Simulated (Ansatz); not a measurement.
Base system: Ti in the hcp (Mg type) structure (space group P6_3/mmc, No. 194; a = 2.936 Å, c = 4.637 Å). Axes: x lies along a and z along c of the hexagonal cell.

The values are results of r2SCAN (Ansatz, a quantum-chemistry and plane-wave program; PAW; 500 eV plane waves; no SOC), not measurements.

Strains are applied to the cell and any free atomic positions relax.

One change was made to it. Results:

```tsv
quantity	base	after
pressure (mean of the normal stresses, compression positive)	0.0 GPa	-7.3 GPa
energy relative to the base (free energy F)	0 meV/atom	+30 meV/atom
```

### Question
Which change produced these results?
A. tensor shear ε_yz = −1.83 %
B. uniaxial strain ε_zz = +0.44 %
C. uniaxial strain ε_zz = −1.03 %
D. isotropic strain +2.37 %

### Answer
D, isotropic strain +2.37 %. For comparison, the energy relative to the base in the other runs: uniaxial strain ε_zz = +0.44 % gives +0.2 meV/atom; tensor shear ε_yz = −1.83 % gives +3.7 meV/atom; uniaxial strain ε_zz = −1.03 % gives +1.1 meV/atom.

Without a gap, meshes like the base's 18×18×10 leave anisotropic stresses uncertain by several tenths of a GPa, and small strain energies with them. No phonon test of stability was made. The final runs are not spin-polarised.
